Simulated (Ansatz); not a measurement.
TiO2: energy against strain

TiO2 (anatase, I4_1/amd, 11.312 Å³/atom at rest, c along z) under an equal strain ε in the (001) plane with the normal axis free, as in a coherent film. PBEsol in Ansatz, a plane-wave DFT program (PAW, default set), 420 eV, 12×12×12 Γ-centred mesh, Fermi-Dirac smearing 0.05 eV; ions are relaxed within the symmetry of each cell.

Here s stands for strain and y for E less E0.

| strain (%) | E less E0 (meV/atom) |
|---|---|
| -1.20 | 2.80 |
| -0.60 | 0.70 |
| 0.00 | 0.00 |
| 0.60 | 0.72 |
| 1.20 | 2.90 |
| 3.00 | ? |

**Question.** Fit y against s with a parabola, and predict the withheld value at s = 3.00.

**Answer.** Least squares gives y = -0.002 + 0.0367·s + 1.9802·s². Residuals (row less fit): -0.005, 0.011, 0.002, -0.013, 0.006; standard error 0.014 (degrees of freedom: 2). Twice the quadratic coefficient over the volume, 2 × 1.9802 meV × 10⁴ × 0.1602 / 11.312 Å³, is twice the biaxial elastic modulus of this plane = 561 ± 3 GPa. At the withheld row, y = -0.002 + 0.0367 × 3.0 + 1.9802 × 3.0² = 17.930 meV/atom. The calculation gives 18.33 meV/atom, 0.400 meV/atom above the prediction (2.2 % of the range of y in the table). The row lies outside the fitted rows, so this is an extrapolation. From the scatter of the fitted rows alone, a prediction at this place has a standard error of 0.087 meV/atom, so the miss is 4.6 times that.

One order more, fitted to all 11 runs of the series, follows each within 0.01, so the miss is the next term of a smooth law. The primitive cell can neither tilt nor turn polar against its symmetry, as such crystals can under strain. TiO2 is here one of several forms; rutile is the usual stable one. Rows are the converged runs of the series near zero and its far end; series whose fitted rows scatter by over a few per cent of the range, as at a crossing or softening among them, aren't shown in this form. Most that stay on the fit to the last digits aren't either.
